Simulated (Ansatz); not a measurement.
Cell of fluorite-type CoSi2 (0 0 1) on Si0.5Ge0.5, ordered in pairs of (001) planes (0 0 1), C on 1 of 2 substrate sites at each interface (film strained to the substrate, started from cuts of the bulks), with its geometry taken from a PBE run:

```
CELL_PARAMETERS angstrom
      7.92615    -0.00014    -0.13495
     -0.00012     3.95780    -0.02383
      2.52344     0.17456    24.02680
ATOMIC_POSITIONS crystal
  C  0.49478 0.95761 0.00748
  Ge 0.98980 0.95789 0.02578
  Ge 0.48437 0.45752 0.05404
  Ge 0.97372 0.45747 0.08269
  Ge 0.42753 0.95662 0.24302
  Ge 0.94115 0.95584 0.23919
  Ge 0.41006 0.45625 0.30258
  Ge 0.92752 0.45533 0.30218
  Ge 0.40546 0.95226 0.48276
  Ge 0.85973 0.96199 0.46738
  C  0.46810 0.45254 0.52080
  Ge 0.73468 0.46252 0.51715
  Si 0.69455 0.45720 0.12897
  Si 0.23276 0.45685 0.12599
  Si 0.20945 0.95643 0.18069
  Si 0.69043 0.95674 0.18468
  Si 0.65201 0.45347 0.35450
  Si 0.15644 0.45522 0.36657
  Si 0.14994 0.95522 0.42422
  Si 0.63588 0.95315 0.40720
  Co 0.81894 0.96247 0.76585
  Co 0.29985 0.95920 0.76770
  Co 0.09791 0.44826 0.64810
  Co 0.58396 0.45856 0.66664
  Co 0.72857 0.95778 0.98210
  Co 0.27451 0.95790 0.98178
  Co 0.02882 0.45983 0.87646
  Co 0.53149 0.45872 0.87256
  Si 0.56923 0.95703 0.71779
  Si 0.07722 0.95350 0.70920
  Si 0.83357 0.46475 0.71312
  Si 0.31605 0.46129 0.71319
  Si 0.83644 0.39697 0.60837
  Si 0.38606 0.38712 0.59815
  Si 0.60279 0.94748 0.61621
  Si 0.13861 0.94727 0.60411
  Si 0.51753 0.95848 0.92347
  Si 0.01641 0.95917 0.92633
  Si 0.76296 0.45826 0.92883
  Si 0.26837 0.45837 0.92883
  Si 0.79749 0.46044 0.82059
  Si 0.29134 0.45878 0.82108
  Si 0.54648 0.95904 0.81928
  Si 0.04366 0.96049 0.82124
```

Calculation: r2SCAN (plane waves to 500 eV, PAW; Ansatz, an electronic-structure program). Spin–orbit coupling is left out; the runs are not spin-polarised. Its k-point mesh 4×7×1, Fermi–Dirac width 0.05 eV.

Problem. Give the plane-averaged electrostatic potential energy of an electron along the normal (the smooth PAW potential), about its mean over the cell.

Solution. 
| z (Å) | V (eV) |
|---|---|
| 0.000 | -1.03 |
| 0.401 | 1.00 |
| 0.802 | 2.00 |
| 1.203 | 2.02 |
| 1.604 | 2.24 |
| 2.006 | 2.75 |
| 2.407 | 2.36 |
| 2.808 | 0.32 |
| 3.209 | 0.14 |
| 3.610 | 1.97 |
| 4.011 | 1.32 |
| 4.412 | 0.19 |
| 4.813 | 1.77 |
| 5.214 | 2.73 |
| 5.616 | 1.75 |
| 6.150 | 2.35 |
| 6.552 | 3.17 |
| 6.953 | 2.24 |
| 7.354 | 1.53 |
| 7.755 | 2.35 |
| 8.156 | 2.32 |
| 8.557 | 0.63 |
| 8.958 | 0.92 |
| 9.359 | 1.96 |
| 9.760 | 1.14 |
| 10.162 | 1.02 |
| 10.563 | 2.33 |
| 10.964 | 2.38 |
| 11.365 | 1.50 |
| 11.766 | 1.24 |
| 12.167 | 1.34 |
| 12.568 | 2.19 |
| 12.969 | 5.26 |
| 13.370 | 7.11 |
| 13.772 | 4.37 |
| 14.173 | -2.66 |
| 14.574 | -7.28 |
| 14.975 | -5.38 |
| 15.376 | -1.39 |
| 15.777 | -0.04 |
| 16.178 | 0.59 |
| 16.579 | -1.96 |
| 16.981 | -7.01 |
| 17.382 | -6.68 |
| 17.783 | -1.66 |
| 18.318 | -0.28 |
| 18.719 | -0.12 |
| 19.120 | -1.40 |
| 19.521 | -6.60 |
| 19.922 | -7.12 |
| 20.323 | -2.00 |
| 20.724 | -0.07 |
| 21.125 | -0.40 |
| 21.526 | -0.72 |
| 21.928 | -4.86 |
| 22.329 | -7.85 |
| 22.730 | -3.87 |
| 23.131 | 0.12 |
| 23.532 | -0.43 |
| 23.933 | -1.16 |
